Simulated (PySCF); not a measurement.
PySCF 2.14.0, R2SCAN/def2-svp, df: W(NH)(S)(Cl)(OH) ([NH]=[W]([OH])(=[S])[Cl]), 7 atoms. The geometry is a generated start, not checked to be a minimum at this level.

```json
{
  "task": "energy",
  "method": "r2scan",
  "basis": "def2-svp",
  "two_electron_scheme": "density fitting",
  "mol.max_memory": "3000 MB",
  "mf.max_cycle": "100",
  "mf.init_guess": "minao (default)",
  "mf.conv_tol": "1e-09 (default)",
  "mf.grids.level": "3 (default)",
  "effective_core_potentials": "those of the basis set, past Kr",
  "basis_functions": "106",
  "grid_points": "109672"
}
```

```xyz
7

W      0.1181     0.3083     0.0272
N     -0.0580    -0.6131    -1.4756
H     -0.0353    -1.2148    -2.2991
S      2.2575     0.2868     0.4893
Cl    -0.3123     2.4143    -0.4423
O     -0.7806    -0.3238     1.5038
H     -1.1895    -0.8577     2.1967
```

Charge 0 and multiplicity 1 are set for this test and not shown to be the ground state.

With the defaults (mf.DIIS = CDIIS, mf.diis_space = 8, mf.diis = true, mf.damp = 0, mf.diis_start_cycle = 1, mf.diis_damp = 0) it converges in 15 Fock builds. One run each on 2 threads, 1 BLAS thread, with these changes:
- mf.diis_space = 3
- mf.DIIS = EDIIS
- mf.damp = 0.7, mf.diis_start_cycle = 8
- mf.damp = 0.3, mf.diis_start_cycle = 4
- mf.DIIS = ADIIS
- mf.diis_space = 20
- mf.diis = false
- mf.diis_damp = 0.3
- mf.diis = false, mf.damp = 0.7, mf.diis_start_cycle = 999

Problem. Name the settings that don't reach the solution of the defaults.

Solution. No convergence: mf.DIIS = EDIIS; mf.diis_space = 3; mf.diis = false (the run ends without SCF convergence in 100 cycles). The rest reach the solution of the defaults.

```json
[
 {"setting": "mf.diis_damp = 0.3", "Fock builds": "14", "end": "same solution"},
 {"setting": "the defaults", "Fock builds": "15", "end": "same solution"},
 {"setting": "mf.diis_space = 20", "Fock builds": "15", "end": "same solution"},
 {"setting": "mf.damp = 0.7, mf.diis_start_cycle = 8", "Fock builds": "19", "end": "same solution"},
 {"setting": "mf.damp = 0.3, mf.diis_start_cycle = 4", "Fock builds": "21", "end": "same solution"},
 {"setting": "mf.DIIS = ADIIS", "Fock builds": "25", "end": "same solution"},
 {"setting": "mf.diis = false, mf.damp = 0.7, mf.diis_start_cycle = 999", "Fock builds": "32", "end": "same solution"},
 {"setting": "mf.DIIS = EDIIS", "Fock builds": "101", "end": "no convergence"},
 {"setting": "mf.diis_space = 3", "Fock builds": "101", "end": "no convergence"},
 {"setting": "mf.diis = false", "Fock builds": "101", "end": "no convergence"}
]
```
